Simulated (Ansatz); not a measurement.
## YAl3 (Pm-3m, No. 221, 4 atoms in the cell; start mp-11231)

All values below come from LDA in Ansatz (plane waves, PAW).

Run with plane-wave cutoff 500 eV, 14×14×14 k mesh, Fermi–Dirac smearing 0.1 eV, scalar-relativistic PAW data made under PBE.

Cell (relaxed at this level):

```
CELL_PARAMETERS angstrom
      4.18506     0.00000     0.00000
      0.00000     4.18506     0.00000
      0.00000     0.00000     4.18506
ATOMIC_POSITIONS crystal
  Y  0.00000 0.00000 0.00000
  Al 0.00000 0.50000 0.50000
  Al 0.50000 0.00000 0.50000
  Al 0.50000 0.50000 0.00000
```

For YAl3 (Pm-3m, No. 221, 4 atoms in the cell; start mp-11231), the band gap is none.

Note: the relaxation could not lower the start's symmetry, so the cell can be a saddle point above a distorted one.

Spin–orbit coupling is not included.

Static lattice: no zero-point or thermal effects.

A start named mp-… is a Materials Project structure, which need not be a measured phase.

Ansatz is an electronic-structure program.
